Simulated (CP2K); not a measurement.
Band structure of PbO2 (P4_2/mnm, 6 atoms in the cell).

```yaml
crystal:
  lattice:
    - [4.94851, 0.00000, 0.00000]
    - [0.00000, 4.94851, 0.00000]
    - [0.00000, 0.00000, 3.37730]
  atoms:
    - { symbol: Pb, position: [0.00000, 0.00000, 0.00000] }
    - { symbol: Pb, position: [0.50000, 0.50000, 0.50000] }
    - { symbol: O, position: [0.30743, 0.30743, 0.00000] }
    - { symbol: O, position: [0.69257, 0.69257, 0.00000] }
    - { symbol: O, position: [0.19257, 0.80743, 0.50000] }
    - { symbol: O, position: [0.80743, 0.19257, 0.50000] }
```

Level of theory: PBE, GPW, DZVP-MOLOPT-SR-GTH basis, GTH-PBE potentials (GTH_POTENTIALS) in CP2K.

Settings: CUTOFF = 450 Ry; REL_CUTOFF = 60 Ry; SMEAR/METHOD = GAUSSIAN; SIGMA = 0.1 eV; KPOINTS/SCHEME = MONKHORST-PACK 6 6 9; GAMMA_CENTERED = T; XC_FUNCTIONAL = PBE; Pb/BASIS_SET = DZVP-MOLOPT-SR-GTH; Pb/POTENTIAL = GTH-PBE-q4; O/BASIS_SET = DZVP-MOLOPT-SR-GTH; O/POTENTIAL = GTH-PBE-q6; METHOD = GPW; EPS_DEFAULT = 1e-11; EXTRAPOLATION = USE_GUESS.

The starting cell comes from a database of computed structures (which also holds hypothetical and non-ambient phases and stackings), without a prior relaxation at this level. Its lattice was rescaled by a random factor within 2.5 % of one. Spin-orbit coupling is off. Values carry the incompleteness of an atom-centred basis. The run gives no clean gap (levels at the Fermi energy touch, overlap or are partly filled at this smearing), which alone does not show that the compound is a metal.

Levels in eV from the Fermi level, bands 13 to 18:
```tsv
point	13	14	15	16	17	18
Γ	-1.05	-1.05	-0.53	-0.53	0.03	4.16
X	-1.00	-1.00	-0.43	-0.43	2.40	2.40
M	-1.11	-1.11	-0.61	-0.61	2.69	2.69
Z	-1.19	-1.19	-0.92	-0.92	3.86	3.86
R	-0.75	-0.75	-0.57	-0.57	4.06	4.06
A	-0.72	-0.72	-0.55	-0.55	2.82	2.83
```

No band crosses the Fermi level by more than 0.03 eV along this path.

Higher empty bands are left out: an atom-centred basis made for the valence describes them poorly.
